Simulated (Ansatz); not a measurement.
Consider Cu in the fcc (Cu type) structure (space group Fm-3m, No. 225; a = 3.579 Å; relaxed with 0.1 eV smearing). Axes: x, y, z lie along the cube axes.

Computed with r2SCAN/PAW in Ansatz (a program for electronic structure), no spin-orbit coupling, earlier PAW set.

Strains are applied to the cell and any free atomic positions relax; under biaxial strain the out-of-plane vector relaxes too; under stress the whole cell relaxes.

One change was made to it. Results:

The energy goes up by 2.2 meV/atom; the volume per atom drops by 0.04 Å³ (11.46 Å³ → 11.42 Å³).

Q: What was done to the base?
(A) biaxial strain −0.50 %, plane normal [001], relaxed out of plane
(B) isotropic strain +2.57 %
(C) uniaxial stress, 2 GPa compression along z

A: C, uniaxial stress, 2 GPa compression along z. For comparison, the energy relative to the base in the other runs: isotropic strain +2.57 % gives +31 meV/atom; biaxial strain −0.50 %, plane normal [001], relaxed out of plane gives +0.3 meV/atom.

Stability under load was not tested beyond the relaxation. All final runs are without spin polarisation.
